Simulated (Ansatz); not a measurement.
Levels about the gap of amorphous Ga$_{24}$O$_{39}$Lu$_{2}$ (65 atoms in a cell of 817 Å³, 5.38 g/cm³; zone centre alone, so wide bands show as single levels with stretches between that a denser mesh fills), at the geometry that PBE relaxed, where it gives -3.8 GPa on a denser mesh. The participation number counts the atoms over which a state spreads; weights are charges in smoothed Voronoi cells. The levels come from a single point, so bond lengths are those of that geometry. Method of the levels: PBE, scalar-relativistic without spin-orbit coupling (Ansatz, a quantum-chemistry and plane-wave program). Sampling: the zone centre alone; Fermi-Dirac width 0.02 eV; no spin polarisation. At PBE the levels at the filled edge of the gap are localised (band-tail or defect states), and the nearest spread-out levels lie 1.8 eV apart at the zone centre.

The cell was made by melting and quenching with the CHGNet potential and then relaxed with DFT. O atoms were pushed apart under 1.9 Å during the dynamics, to hinder bonds among them. The hot cell started wider than the set density and was brought back towards it in steps. It is the lowest in DFT energy of 2 quenches. It is a model cell: composition and starting density were chosen by hand, and all elements were melted together. No dispersion term was used. Its density started from a set value of 5.38 and ended at 5.38 g/cm³. The simulated quench (nominally 330 K/ps over its main leg) is rapid and tends to freeze in more defects than a deposited or slowly cooled glass has. One small periodic cell is one sample of the glass; other quenches scatter about these values. The volume was held where the preparation left it and the shape relaxed, at a PBE pressure of -3.8 GPa (tension). Stress components on the final sampling reach 4.0 GPa.

| E - E(highest filled), eV | filling | participation number | largest on | weight O | weight Ga | weight Lu |
|---|---|---|---|---|---|---|
| -0.35 | filled | 16.4 | O, 3 neighbours | 0.94 | 0.05 | 0.01 |
| -0.30 | filled | 15.7 | O, 3 neighbours | 0.95 | 0.04 | 0.01 |
| -0.16 | filled | 8.2 | O, 3 neighbours | 0.95 | 0.04 | 0.01 |
| -0.16 | filled | 4.9 | O, 3 neighbours | 0.93 | 0.04 | 0.03 |
| -0.12 | filled | 11.9 | O, 3 neighbours | 0.95 | 0.04 | 0.01 |
| -0.07 | filled | 4.0 | O, 2 neighbours | 0.95 | 0.04 | 0.01 |
| 0.00 | filled | 4.2 | O, 2 neighbours | 0.95 | 0.04 | 0.01 |
| 1.54 | empty | 57.0 | Ga, 4 neighbours | 0.52 | 0.46 | 0.02 |
| 3.90 | empty | 17.7 | Ga, 4 neighbours | 0.53 | 0.46 | 0.01 |
| 4.07 | empty | 34.4 | Ga, 4 neighbours | 0.54 | 0.44 | 0.02 |
| 4.30 | empty | 40.1 | Ga, 4 neighbours | 0.57 | 0.42 | 0.01 |
| 4.35 | empty | 31.7 | Ga, 5 neighbours | 0.58 | 0.42 | 0.01 |
| 4.47 | empty | 42.9 | Ga, 6 neighbours | 0.57 | 0.41 | 0.02 |
| 4.73 | empty | 42.1 | Ga, 6 neighbours | 0.56 | 0.43 | 0.01 |

Most localised among these is the filled level at -0.07 eV, on a O atom, which has 2 neighbours (Ga 1.83 Å, Ga 1.85 Å).
